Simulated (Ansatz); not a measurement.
Substrate model: Si(111) 1x1 surface, 6 top atoms, 3 bilayers, bottom bilayer H-capped and fixed, every top atom capped by H; cell 11.5 x 6.6 Å; two neighbouring H replaced by OH; about 7 Å thick over the host's atoms, 18 atoms held. Computed with PBE-D3(BJ) (plane waves to 420 eV, PAW; Ansatz, a quantum-chemistry and plane-wave program). k mesh 1 x 2 x 1. The slab states were run without spin polarisation. Results hold for this slab, coverage and mesh. No zero-point or entropy terms are included. Each state was relaxed from one prepared geometry.

One B2H6 a cell is brought to Si(111):H with two OH. Relaxed result near the molecule:

```
atom   x (Å)   y (Å)   z (Å)
-----  -----  ------  ------
H(29)  3.810   0.002  10.994
H(44)  7.695   0.039  11.016
O(46)  5.727  -3.185  11.199
H(47)  4.857  -3.345  11.607
B(a0)  6.174   0.056  13.381
B(a1)  5.280  -1.412  13.688
H(a2)  6.089  -1.073  12.705
H(a3)  5.377  -0.289  14.375
H(a4)  5.658   0.933  12.753
H(a5)  7.286   0.171  13.807
H(a6)  4.166  -1.511  13.260
H(a7)  5.785  -2.292  14.321
```

**Question.** What is the adsorption energy against the free B2H6 and the slab before, and how much of it is dispersion?

**Answer.** -0.25 eV (negative: bound); the D3 term gives -0.23 eV of it. Its closest contacts to the rest of the cell: H(a6)...H(47) 2.56 Å, H(a2)...H(44) 2.58 Å, H(a2)...O(46) 2.62 Å.
